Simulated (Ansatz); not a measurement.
**CsGeBr3 (Pm-3m, No. 221, 5 atoms in the cell; start mp-570223; high-temperature phase)**

Computed with PBEsol+SOC (PAW; Ansatz, a program for electronic structure).

Run with plane-wave cutoff 520 eV, 6×6×6 k mesh, Fermi–Dirac smearing 0.01 eV, PAW data made under PBE.

Cell (relaxed with PBEsol):

Space group Pm-3m (No. 221); a = b = c = 5.4738 Å, α = β = γ = 90.00°

| atom | site | symmetry | x | y | z |
|---|---|---|---|---|---|
| Cs | 1a | m-3m | 0.0000 | 0.0000 | 0.0000 |
| Ge | 1b | m-3m | 0.5000 | 0.5000 | 0.5000 |
| Br | 3c | 4/mm.m | 0.0000 | 0.5000 | 0.5000 |

For CsGeBr3 (Pm-3m, No. 221, 5 atoms in the cell; start mp-570223; high-temperature phase), the band gap is 0.19 eV (direct). The direct gap at Γ is 5.13 eV.

Note: held by symmetry at 0 K, a high-temperature phase can be a saddle point.

The computed numbers hold no vibrational or temperature effects.

Cost on a shared machine: roughly 4 core-minutes.

A start named mp-… is a Materials Project structure, which need not be a measured phase.
